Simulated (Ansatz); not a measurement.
Checking a run of Ansatz (an electronic-structure program) on ZnAg₂GeSe₄ (P1, 8 atoms in the cell). The aim is a self-consistent single point with DFT, PBE, plane waves, default PAW files.

Cell that was meant: a = 7.1245 Å, b = 7.1245 Å, c = 7.1245 Å, α = 131.86°, β = 131.86°, γ = 70.44°.

Part of the input:

Ansatz 0.2 input:
```yaml
  pseudopotentials: { kind: paw }
scf:
  occupations: { method: fermi_dirac, width: 0.05 eV }
  convergence: { dr2_threshold: 1.0e-01 eV }
output:
  forces: true
  eigenvalues: true
```

Output (repeated stretches shortened):

```
WARN basis.ecutwfc = 420 eV, the default
   [... lines left out ...]
Symmetry: 1 space group operations
Space group: P1 (ITA 1), of the structure as read, at distance tolerance 5.8e-5 Å
k-points: 18 of 36 (time reversal used)
Initial density: superposition of atomic densities (neutral atoms: chi_scale 0, normalization atom), corrected by the library's trained network
Initial wavefunctions: pseudopotential atomic-orbital guess
Eigensolver: davidson
Functional: x = pbe(κ = 0.804, μ = 0.2195149727645171), c = pbe(β = 0.06672455060314922)
SCF iter   1: F=—  HF=-44673.234530 eV  |F-HF|=—  |Δ(HF+E_count)|=         —  Δρ=1.44e-3  dr2=3.90e-3  ethr=1.77e-3  ⟨swp⟩=5.9  Hψ=4817  notcnv=0  defer=3
all-band conjugate gradients solve this SCF's bands
preconditioner: auto → Resta (q_TF=auto, 2.540 Å⁻¹)
iter 2 did not close the SCF: its close was put off for the readings that it lacked (scf_convergence_deferred on its scf_iter line)
   [... lines left out ...]
iter 5 did not close the SCF: its close was put off for the readings that it lacked (scf_convergence_deferred on its scf_iter line)
SCF iter   5: F=-44673.237495 eV  HF=-44673.237492 eV  |F-HF|=3.09e-6  |Δ(HF+E_count)|=   1.12e-5  Δρ=7.09e-5  dr2=1.23e-5  ethr=2.66e-8  ⟨swp⟩=2.0  Hψ=1751  notcnv=0  defer=45
SCF iter   6: F=-44673.237499 eV  HF=-44673.237498 eV  |F-HF|=1.43e-6  |Δ(HF+E_count)|=   6.03e-6  Δρ=3.23e-5  dr2=2.93e-6  ethr=9.62e-9  ⟨swp⟩=5.8  Hψ=4711  notcnv=0
SCF 1 converged in 6 iterations: F = -44673.237499 eV  dr2 = 2.93e-6
Free energy (F): -44673.237499 eV
Internal energy: -44673.232743 eV  (E = F + TS)
E sigma→0 (E₀):  -44673.235121 eV
Entropy (-TS):   -0.004757 eV (-0.595 meV/atom)
Fermi energy:    8.197392 eV
--- Forces (eV/Å), atoms counted from 1 ---
  atom   1  Ag    -0.37807827     0.08358346    -0.10938050
  atom   2  Ag    -0.32615659    -0.71363646     0.56896668
  atom   3  Zn     0.48873079    -0.28272996    -0.52143794
  atom   4  Ge     0.09872802    -0.06444838     0.37392356
  atom   5  Se    -1.17499319    -0.32161929     0.58733459
  atom   6  Se     0.62263711     1.22379459     0.22022236
  atom   7  Se    -1.35560067     0.36465747    -0.30905530
  atom   8  Se     2.02466563    -0.28964501    -0.81043413
--- Stress (GPa, compression-positive) ---
        3.082598       0.259764      -0.900483
        0.259767       3.655381      -0.489425
       -0.900483      -0.489425       2.797781
  P = ⅓ Tr σ = 3.1786 GPa (31.786 kbar)
  The stress holds the Pulay correction. Without it, at fixed plane waves, as pw.x and ABINIT print it: P = 3.1438 GPa
```

**Question.** Is this run sound? If not, what is wrong?

**Answer.** The compared values did not move, but the log warns. The input holds a convergence threshold that is too loose, which can do harm: a loop that stops early leaves an energy error of second order in the density error, but errors of first order in forces and stress. The run converged in 6 iterations, and against the sound input the free energy stays essentially unchanged (within 1 meV/atom), the pressure stays at 3.18 GPa, the largest force stays at 2.200 eV/Å and the gap on the mesh stays at 0.252 eV. The full log also holds (shortened here): “iter 2 did not close the SCF: its close was put off for the readings that it lacked (scf_convergence_deferred on its scf_iter line)” and “iter 3 did not close the SCF: its close was put off for the readings that it lacked (scf_convergence_deferred on its scf_iter line)”.

An input that runs soundly differs in these lines (not the only fix; some lines may just follow from the change or write a value another way):
```diff
-  convergence: { dr2_threshold: 1.0e-01 eV }
```

With that input, the run converged in 8 iterations: free energy E − TS (on the zero of these files) -44673.2375 eV; gap on the k-point mesh 0.25 eV; pressure 3.18 GPa; largest force (vector length) 2.200 eV/Å (DFT, PBE, plane waves, default PAW files).

On the sound input: the starting cell was generated: these elements placed on a structure prototype, without a prior relaxation; it need not be a known phase or ordering of this composition. Its atoms were displaced at random from the sites of space group no. 82. With a pressure of about 3 GPa the cell is away from its equilibrium volume at this level. Forces in this geometry exceed 1 eV/Å. Ansatz's pressure includes its estimate of the finite-basis (Pulay) stress. The shifted mesh does not hold Γ, so a gap read on it misses any band edge there.
